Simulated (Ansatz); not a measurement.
The parent structure is Si in the diamond structure (space group Fd-3m, No. 227; a = 5.4443 Å). Axes: x, y, z lie along the cube axes.

Calculations: r2SCAN, PAW, 500 eV (Ansatz, a quantum-chemistry and plane-wave program; scalar-relativistic without spin-orbit coupling).

Strains are applied to the cell and any free atomic positions relax.

One change was made to it. Results:

The hole mass comes out as 0.18 mₑ along z, 0.24 mₑ across (at Γ); the smallest direct gap shrinks by 0.11 eV (2.74 eV → 2.63 eV); the valence-band top at Γ (three highest levels, from the VBM) becomes 0.00, -0.11, -0.11 eV (base: 0.00, 0.00, 0.00 eV); the band gap decreases by 0.20 eV (0.78 eV → 0.58 eV).

Problem. Name the change that was made.
(A) uniaxial strain ε_zz = −3.00 %
(B) uniaxial strain ε_zz = −0.50 %
(C) uniaxial strain ε_zz = −1.50 %

Solution. C, uniaxial strain ε_zz = −1.50 %. For comparison, the band gap in the other runs: uniaxial strain ε_zz = −3.00 % gives 0.38 eV; uniaxial strain ε_zz = −0.50 % gives 0.71 eV.

Masses are band curvatures over ±0.01 Å⁻¹ around the edge. Stability against distortions was not tested.
